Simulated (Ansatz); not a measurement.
Base system: BP in the zinc blende structure (space group F-43m, No. 216; a = 4.5483 Å).

Computed with PBE/PAW in Ansatz (an electronic-structure program), no spin-orbit coupling, earlier PAW set.

Base values:

- Band gap: 1.25 eV
- Hole mass: 0.26, 0.26, 0.33 mₑ (at Γ)
- Lattice parameter a: 4.548 Å

The change: cell and atoms relaxed at a pressure of 1.8 GPa.

Problem. What does the calculation give for the band gap, hole mass and lattice parameter a after the change?

Solution. The band gap shrinks by 0.02 eV to 1.23 eV; the hole mass (degenerate bands, along [100]) goes from 0.26, 0.26, 0.33 mₑ (at Γ) to 0.26, 0.26, 0.34 mₑ (at Γ); the lattice parameter a falls by 0.016 Å, from 4.548 Å to 4.532 Å.

Load acts through the strain it causes; cell and atoms are relaxed under it. Effective masses come from finite differences of ±0.01 Å⁻¹. No phonon test of stability was made.
